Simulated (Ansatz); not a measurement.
## Pressure series in Zr

The parent structure is Zr in the hcp (Mg type) structure (space group P6_3/mmc, No. 194; a = 3.185 Å, c = 5.117 Å).

Cell and atoms are relaxed at each pressure.

Calculations: PBEsol (Ansatz, an electronic-structure program, PAW, scalar-relativistic without spin-orbit coupling), earlier PAW set.

Notes on the quantities. enthalpy: H = E + PV relative to the base's energy.

```json
[
 {"case": "base", "density": "6.74 g/cm³", "shortest interatomic distance": "3.151 Å", "c/a ratio": "1.607", "enthalpy": "–"},
 {"case": "pressure −2 GPa", "density": "6.60 g/cm³", "shortest interatomic distance": "3.171 Å", "c/a ratio": "1.604", "enthalpy": "-0.28 eV/atom"},
 {"case": "pressure −1 GPa", "density": "6.67 g/cm³", "shortest interatomic distance": "3.161 Å", "c/a ratio": "1.606", "enthalpy": "-0.14 eV/atom"},
 {"case": "pressure 1.8 GPa", "density": "6.86 g/cm³", "shortest interatomic distance": "3.134 Å", "c/a ratio": "1.610", "enthalpy": "+0.25 eV/atom"},
 {"case": "pressure 4.2 GPa", "density": "7.02 g/cm³", "shortest interatomic distance": "3.114 Å", "c/a ratio": "1.615", "enthalpy": "+0.58 eV/atom"},
 {"case": "pressure 9 GPa", "density": "7.31 g/cm³", "shortest interatomic distance": "3.079 Å", "c/a ratio": "1.626", "enthalpy": "+1.21 eV/atom"},
 {"case": "pressure 18 GPa", "density": "7.82 g/cm³", "shortest interatomic distance": "3.003 Å", "c/a ratio": "1.653", "enthalpy": "+2.34 eV/atom"},
 {"case": "pressure 30 GPa", "density": "8.43 g/cm³", "shortest interatomic distance": "2.901 Å", "c/a ratio": "1.700", "enthalpy": "+3.73 eV/atom"},
 {"case": "pressure 45 GPa", "density": "9.09 g/cm³", "shortest interatomic distance": "2.798 Å", "c/a ratio": "1.755", "enthalpy": "+5.35 eV/atom"},
 {"case": "pressure 60 GPa", "density": "9.67 g/cm³", "shortest interatomic distance": "2.728 Å", "c/a ratio": "1.781", "enthalpy": "+6.86 eV/atom"}
]
```

Load acts through the strain it causes; cell and atoms are relaxed under it. Whether these cells are dynamically stable was not tested. The final runs are not spin-polarised. Measured, Zr leaves this structure (for the ω phase) near 3 GPa (temperature not stated; as listed in C. Cazorla, D. Alfè, M. J. Gillan, Physical Review B (2008)).
